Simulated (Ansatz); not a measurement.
Reference: MgPd3 (Pm-3m), PBEsol, DFPT electron-phonon coupling, linearised Boltzmann equation (plane waves, PAW, scalar-relativistic; Ansatz, a program for electronic structure); geometry: relaxed with this functional, without spin-orbit coupling.

```
CELL_PARAMETERS angstrom
      3.90540     0.00000     0.00000
      0.00000     3.90540     0.00000
      0.00000     0.00000     3.90540
ATOMIC_POSITIONS crystal
  Mg 0.00000 0.00000 0.00000
  Pd 0.00000 0.50000 0.50000
  Pd 0.50000 0.00000 0.50000
  Pd 0.50000 0.50000 0.00000
```

resistivity at 300 K: 9.8 μΩ·cm

Q: Replace Mg by Lu on the same sites and relax. What happens?

A: LuPd3 (Pm-3m): volume per atom 14.9 to 16.2 Å³; resistivity at 300 K stays about the same (9.8 μΩ·cm to 10.8 μΩ·cm).

Q: Swap Mg for In, keeping the structure type. How do these values move?

A: Pd$_{3}$In (Pm-3m): volume per atom 14.9 to 15.6 Å³; resistivity at 300 K stays about the same (9.8 μΩ·cm to 10.9 μΩ·cm).

Moves up to 14 % count as about the same. Metals; harmonic phonons alone scatter; means over directions. Halving the electron mesh moves these values by up to 10 %; q meshes are mostly untested. Some of the runs warned that the eigensolver left states short of its tolerance. Spin-orbit coupling is left out.

Formula and space group known from diffraction (Crystallography Open Database), not checked to be the room-temperature form: LuPd3 (Pm-3m). Computed structure with no diffraction record at hand here (it may be known, metastable or hypothetical): MgPd3 (Pm-3m), Pd3In (Pm-3m). The missing spin-orbit coupling matters most for LuPd3 (Pm-3m).
